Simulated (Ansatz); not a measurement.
The parent structure is VBiO$_{4}$ (space group I4_1/a, No. 88; a = 5.1660 Å, c = 11.7795 Å). Axes: x, y, z lie along a, b, c of the conventional cell.

Structures relaxed with PBE (Ansatz, a program for electronic structure, PAW, no SOC), earlier PAW set.

Base:

Simulated powder pattern, Mo Kα, λ = 0.71073 Å (kinematic, ideal powder, no thermal factors, no anomalous dispersion; the 10 strongest lines at most, above 2 %, up to 2θ = 40°):

| 2θ (°) | I/Imax (%) | hkl |
|---|---|---|
| 8.62 | 40 | (101) |
| 13.15 | 100 | (112) |
| 13.86 | 18 | (004) |
| 15.82 | 23 | (200) |
| 18.04 | 20 | (121) |
| 20.56 | 16 | (213) |
| 21.09 | 33 | (204) |
| 23.72 | 21 | (116) |
| 26.09 | 32 | (312) |
| 32.88 | 16 | (136) |

One thing is altered: biaxial strain +4.04 %, plane normal [001], relaxed out of plane (Cartesian); in-plane vectors clamped, the third vector and the atoms free.

Problem. How do the reflections move or split?

Solution. 
Simulated powder pattern, Mo Kα, λ = 0.71073 Å (kinematic, ideal powder, no thermal factors, no anomalous dispersion; the 10 strongest lines at most, above 2 %, up to 2θ = 40°):

```tsv
2θ (°)	I/Imax (%)	hkl
8.40	40	(101)
12.95	100	(112)
15.20	24	(200)
17.39	21	(121)
20.21	16	(213)
21.05	32	(204)
24.34	19	(116)
25.23	34	(312)
26.06	15	(224)
32.74	16	(136)
```

The indices refer to the base's conventional cell; one index is shown for lines that coincide.

Stability against distortions was not tested. Seeded moments were not kept for the base. The final runs are not spin-polarised.
